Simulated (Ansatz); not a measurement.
**Pressure series in Cu**

Take Cu in the fcc (Cu type) structure (space group Fm-3m, No. 225; a = 3.577 Å) as the base.

Cell and atoms are relaxed at each pressure.

Level of theory: r2SCAN (Ansatz, a quantum-chemistry and plane-wave program, PAW, no spin-orbit coupling).

Notes on the quantities. enthalpy: H = E + PV relative to the base's energy.

```
case               shortest interatomic distance       enthalpy      density
-----------------  -----------------------------  -------------  -----------
base                                    252.9 pm              –   9.22 g/cm³
pressure −2 GPa                         254.0 pm  -0.14 eV/atom   9.11 g/cm³
pressure −1 GPa                         253.4 pm  -0.07 eV/atom   9.17 g/cm³
pressure 0.9 GPa                               ?  +0.06 eV/atom            ?
pressure 2.1 GPa                        251.9 pm  +0.15 eV/atom   9.34 g/cm³
pressure 4.5 GPa                        250.8 pm  +0.32 eV/atom   9.46 g/cm³
pressure 9 GPa                          248.8 pm  +0.63 eV/atom   9.68 g/cm³
pressure 15 GPa                         246.6 pm  +1.03 eV/atom   9.95 g/cm³
pressure 22.5 GPa                              ?  +1.52 eV/atom  10.25 g/cm³
pressure 30 GPa                         242.0 pm  +1.99 eV/atom  10.52 g/cm³
```

Question: What belongs in the blanks?

Answer: 
- pressure 0.9 GPa, shortest interatomic distance: 252.5 pm
- pressure 0.9 GPa, density: 9.27 g/cm³
- pressure 22.5 GPa, shortest interatomic distance: 244.2 pm

Load acts through the strain it causes; cell and atoms are relaxed under it. Whether these cells are dynamically stable was not tested. No other phases were tried under pressure. All final runs are without spin polarisation.
